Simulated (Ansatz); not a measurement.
Given:

```yaml
crystal:
  lattice:
    - [3.70150, 0.00000, 0.00000]
    - [-1.85075, 3.20560, 0.00000]
    - [0.00000, 0.00000, 18.93629]
  atoms:
    - { symbol: Sn, position: [0.00000, 0.00000, 0.50000] }
    - { symbol: S, position: [0.33333, 0.66667, 0.57808] }
    - { symbol: S, position: [0.66667, 0.33333, 0.42192] }
```

These are HSE06, rigid bands (plane waves, PAW, scalar-relativistic; Ansatz, a program for electronic structure) values and carry that method's errors. Geometry: cell and atoms relaxed with PBE.

**Question.** Predict the electron conductivity mass (n e² τ/σ) at 300 K, by direction if it differs.

**Answer.** 0.38 mₑ.

**Question.** Predict the hole conductivity mass (n e² τ/σ) at 300 K, by direction if it differs.

**Answer.** 0.51 mₑ.

**Question.** And the band gap?

**Answer.** 2.38 eV at this level.

Rigid bands, one relaxation time for all states, no polarons. Spin-orbit coupling is left out; where it splits the top of the valence band it changes the hole mass and lowers the gap by about a third of the splitting. Geometry: cell and atoms relaxed with PBE.
